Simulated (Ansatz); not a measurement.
V3Si: Si vacancy, symmetric start

Start from a 24-atom supercell of V$_{3}$Si in the A15 (Cr3Si type) structure (space group Pm-3n, No. 223; a = 4.650 Å) at its relaxed geometry.

Now apply this change: one Si atom is removed, atoms relaxed at fixed cell.

Level of theory: PBEsol in Ansatz (plane waves to 420 eV, PAW, no spin-orbit coupling), earlier PAW set. Γ-centred 4×6×6 mesh, Fermi–Dirac width 0.05 eV.

The pressure goes from zero to -1.2 GPa and the total moment of the cell is 0.0 μB. The energy gained by relaxation comes out as 0.21 eV and the largest displacement of a host atom from its site in the perfect cell amounts to 0.12 Å.

Final structure:

```xyz
23
Lattice="4.6499 -4.6499 -4.6499 0.0000 4.6499 -4.6499 4.6499 0.0000 4.6499" Properties=species:S:1:pos:R:3 pbc="T T T"
V      5.8261     0.0066    -6.8595
V      5.8498     0.0070    -2.3355
V      1.1274     0.0116    -2.3311
V      3.4737    -0.0066     2.2096
V      3.5224    -0.0116    -6.9686
V      3.4500    -0.0070    -2.3143
V      4.6614    -2.3187    -3.5224
V      4.6568     2.3355    -3.4500
V      4.6565     2.2096     1.1762
V      4.6429    -2.3355    -1.1999
V      4.6383     2.3187    -1.1274
V      4.6432    -2.2096    -5.8261
V      2.4402     1.1762    -0.0066
V      6.9686     1.1274    -4.6614
V      2.3143     1.1999    -4.6568
V      6.8595    -1.1762    -4.6432
V      6.9854    -1.1999     0.0070
V      2.3311     3.5224    -4.6383
Si     4.6072     0.0427    -4.6072
Si     4.6926    -0.0427    -0.0427
Si     6.9684    -2.3186    -2.3186
Si     2.3249     2.3249    -6.9748
Si     2.3313     2.3186    -2.3313
```

Cost of the whole job for the changed cell (relaxation, final SCF and bands): around 30 core-minutes (rough).

The magnetic state is the one reached from the starting moments; the real material's order can differ, and small cells can't hold many antiferromagnetic ones. In so small a cell the defect repeats every few ångströms: this is an ordered compound, not a dilute defect. The defect started on the symmetric site and kept its symmetry, so it may sit on a saddle. Starting moments died away, wholly or in part, for Si vacancy and the base; another magnetic solution may exist. Spin-polarised in the final run: Si vacancy; the other runs are not. The defect cell is spin-polarised and ends with 0.0 μB.

Ansatz is an electronic-structure program.
